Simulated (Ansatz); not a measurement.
Output of an Ansatz run (abridged):

```
WARN the atoms were moved onto the symmetric positions of the space group found under crystal.symmetry.tolerance 1.0e-5 (fractional …
WARN ansatz: RAYON_NUM_THREADS=1 ignored (pool sized by the plan → 1); use --threads N
Pseudopotentials: kind: paw
Pseudopotential: Ca, paw, valence charge 10
Pseudopotential: Ga, paw, valence charge 13
Crystal: 6 atoms, lattice volume = 359.073 Å³
Basis set: ecut = 420 eV, 7011 PW (Γ)
Bands: 44, of which v1, the nominal top of the filled ones, is band 36 counted from 1 (35 counted from 0)
Symmetry: 12 space group operations
Space group: P-3m1 (ITA 164), of the structure as read, at distance tolerance 7.1e-5 Å
k-points: 10 of 64
PAW frozen core: Ca, regenerated for the run's functional, and the local potential with it
PAW frozen core: Ga, regenerated for the run's functional, and the local potential with it
Initial density: superposition of atomic densities (neutral atoms: chi_scale 0, normalization atom), corrected by the library's trained network
Initial wavefunctions: pseudopotential atomic-orbital guess
Eigensolver: davidson
Functional: x = slater, c = lda
SCF iter   1: F=—  HF=-18372.497808 eV  |F-HF|=—  |Δ(HF+E_count)|=         —  Δρ=3.25e-3  dr2=3.64e-2  ethr=1.77e-3  ⟨swp⟩=12.7  Hψ=2151  notcnv=0
all-band conjugate gradients solve this SCF's bands
preconditioner: auto → LDOS
SCF iter   2: F=—  HF=-18372.493617 eV  |F-HF|=—  |Δ(HF+E_count)|=   4.19e-3  Δρ=1.39e-3  dr2=6.19e-3  ethr=5.05e-5  ⟨swp⟩=2.7  Hψ=967  notcnv=0
SCF iter   3: F=—  HF=-18372.492084 eV  |F-HF|=—  |Δ(HF+E_count)|=   1.53e-3  Δρ=8.40e-4  dr2=1.83e-3  ethr=8.60e-6  ⟨swp⟩=2.0  Hψ=867  notcnv=0
SCF iter   4: F=—  HF=-18372.490688 eV  |F-HF|=—  |Δ(HF+E_count)|=   1.40e-3  Δρ=2.08e-4  dr2=2.50e-4  ethr=2.54e-6  ⟨swp⟩=2.0  Hψ=720  notcnv=0
SCF iter   5: F=—  HF=-18372.490650 eV  |F-HF|=—  |Δ(HF+E_count)|=   3.80e-5  Δρ=5.79e-5  dr2=1.26e-5  ethr=3.47e-7  ⟨swp⟩=2.1  Hψ=763  notcnv=0
SCF iter   6: F=—  HF=-18372.490823 eV  |F-HF|=—  |Δ(HF+E_count)|=   1.73e-4  Δρ=1.87e-5  dr2=1.39e-6  ethr=1.76e-8  ⟨swp⟩=2.0  Hψ=630  notcnv=0
SCF iter   7: F=—  HF=-18372.490823 eV  |F-HF|=—  |Δ(HF+E_count)|=   4.83e-8  Δρ=7.99e-6  dr2=2.17e-7  ethr=1.92e-9  ⟨swp⟩=2.0  Hψ=734  notcnv=0
SCF iter   8: F=-18372.490823 eV  HF=-18372.490823 eV  |F-HF|=8.00e-9  |Δ(HF+E_count)|=   1.35e-8  Δρ=1.85e-6  dr2=1.70e-8  ethr=1.39e-10  ⟨swp⟩=8.4  Hψ=2030  notcnv=0
SCF 1 converged in 8 iterations: F = -18372.490823 eV  dr2 = 1.70e-8
SCF converged after 8 iterations
Free energy (F): -18372.490823 eV
Harris-Foulkes:  -18372.490823 eV  (|F-HF|=8.00e-9)
Internal energy: -18372.374125 eV  (E = F + TS)
E sigma→0 (E₀):  -18372.432474 eV
Entropy (-TS):   -0.116698 eV (-19.450 meV/atom)
Fermi energy:    0.399411 eV
--- Per-component energies (eV) ---
  E_band       = -1049.693755
  E_kinetic    = 1014.816729
  E_local      = -45667.713243  (includes V_loc(G=0)·N_el)
  E_nonlocal   = 1827.066325
  E_hartree    = 22053.371233
  E_xc         = -544.115056
  E_vxc        = -571.509062  (∫ρ·V_xc dr)
  E_paw        = -9267.120136  (= ΣΔE_a)
  E_vpaw       = -1759.098388  (= ΣTr[D̂ρ^β])
  E_aug_tail   = -0.000490  (compensation charges beyond the density's cutoff)
  E_ewald      = 12203.840262
  E_core_change = 7.480251  (= ΣΔE_core)
  E_smearing   = -0.116698  (= −TS)
  E_closure    = -0.000000  (closes the sum)
  Σ components = -18372.490823   (vs F -18372.490823, Δ=0.00e0)
--- Forces (eV/Å), atoms counted from 1 ---
  atom   1  Ca    -0.00000000    -0.00000000     0.15278510
  atom   2  Ca     0.00000000     0.00000000    -0.15278510
  atom   3  Ga     0.00000000     0.00000000     0.12651202
  atom   4  Ga    -0.00000000    -0.00000000    -0.12651202
  atom   5  Ga     0.00000000     0.00000000    -0.06976664
  atom   6  Ga    -0.00000000    -0.00000000     0.06976664
  max |Σ_I F_I| component: 4.16e-17 eV/Å
--- Stress (GPa, compression-positive) ---
       -1.818771      -0.000000      -0.000000
        0.000000      -1.818771      -0.000000
       -0.000000      -0.000000      -0.656148
  P = ⅓ Tr σ = -1.4312 GPa (-14.312 kbar)
  The stress holds the Pulay correction. Without it, at fixed plane waves, as pw.x and ABINIT print it: P = -1.4361 GPa
--- Band table (eV; the first three rows and the last of 10) ---
  k-point 0: bands = ["-40.3277", "-40.3223", "-21.6934", "-21.6148", "-21.6006", "-21.6006", "-21.5919", "-21.5919", "-14.7270", "-14.7270", "-14.7269", "-14.7269", "-14.7143", "-14.7132", "-14.7125", "-14.7125", "-14.7121", "-14.7121", "-14.3959", [...]
  k-point 1: bands = ["-40.3274", "-40.3221", "-21.6922", "-21.6142", "-21.6066", "-21.6019", "-21.5972", "-21.5932", "-14.7272", "-14.7271", "-14.7264", "-14.7263", "-14.7139", "-14.7130", "-14.7124", "-14.7123", "-14.7121", "-14.7117", "-14.4102", [...]
  k-point 2: bands = ["-40.3267", "-40.3214", "-21.6891", "-21.6210", "-21.6128", "-21.6101", "-21.6050", "-21.5965", "-14.7276", "-14.7276", "-14.7251", "-14.7250", "-14.7138", "-14.7134", "-14.7119", "-14.7112", "-14.7112", "-14.7109", "-14.4291", [...]
  k-point 9: bands = ["-40.3256", "-40.3203", "-21.6838", "-21.6337", "-21.6244", "-21.6198", "-21.6121", "-21.6100", "-14.7265", "-14.7265", "-14.7247", "-14.7247", "-14.7128", "-14.7127", "-14.7108", "-14.7107", "-14.7104", "-14.7099", "-14.4823", [...]
```

The structure:

```
CELL_PARAMETERS angstrom
      4.46548     0.00000     0.00000
     -2.23274     3.86722     0.00000
      0.00000     0.00000    20.79299
ATOMIC_POSITIONS crystal
  Ca 0.00000 0.00000 0.41073
  Ca 0.00000 0.00000 0.58927
  Ga 0.33333 0.66667 0.33665
  Ga 0.66667 0.33333 0.66335
  Ga 0.66667 0.33333 0.51519
  Ga 0.33333 0.66667 0.48481
```

Problem. Reconstruct the input of this run.

Solution. Other spellings and defaults could give the same log, and not every line can be read from it. The input that was run (DFT, LDA (PW92), plane waves, default PAW files made with PBE):

Ansatz 0.2 input:
```yaml
crystal:
  lattice:
    - [4.465476, 0.000000, 0.000000]
    - [-2.232738, 3.867216, 0.000000]
    - [0.000000, 0.000000, 20.792993]
  atoms:
    - { symbol: Ca, position: [0.000000, 0.000000, 0.410729] }
    - { symbol: Ca, position: [0.000000, 0.000000, 0.589265] }
    - { symbol: Ga, position: [0.333333, 0.666667, 0.336652] }
    - { symbol: Ga, position: [0.666667, 0.333333, 0.663348] }
    - { symbol: Ga, position: [0.666667, 0.333333, 0.515188] }
    - { symbol: Ga, position: [0.333333, 0.666667, 0.484812] }
basis:
  ecutwfc: 420.0
kpoints:
  mp_grid: { grid: [8, 8, 1] }
hamiltonian:
  xc: lda
  pseudopotentials: { kind: paw }
scf:
  occupations: { method: fermi_dirac, width: 0.1 }
output:
  forces: true
  eigenvalues: true
  stress: true
```

The starting cell comes from a database of computed structures (which also holds hypothetical and non-ambient phases and stackings), without a prior relaxation at this level. The slab is cut from that crystal, and its faces are unrelaxed. Its lattice was rescaled by up to half a per cent.

Ansatz is a program for electronic structure.
